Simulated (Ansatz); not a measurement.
The starting structures come from a database of crystals and need not be the phases stable at ambient conditions.

By PBEsol, the system below comes out a metal.

Without scattering a metal conducts by its projected Fermi surface.

Here is the system:

```xyz
4
Lattice="3.3771 0.0000 0.0000 0.0000 4.0957 0.0000 1.6885 0.0000 2.9246" Properties=species:S:1:pos:R:3 pbc="T T T"
B      0.0000     0.0000     0.0000
B      0.0000     2.0478     0.0000
Rh     3.3771     1.0239     1.9498
Rh     1.6885     3.0718     0.9749
```

Space group of this cell: P6_3/mmc, NiAs type. The cell is taken as given; by PBEsol its mean pressure is -4.5 GPa.

The current flows along the normal of the first two printed cell vectors, the (100) plane of the conventional cell. No spin-orbit coupling; the value is a mean over 0.1 eV about the Fermi level.

**Question.** Give the ballistic conductance per area that Ansatz (a quantum-chemistry and plane-wave program) with PBEsol yields.

**Answer.** 0.36 × 10¹⁵ S/m² for both spins.
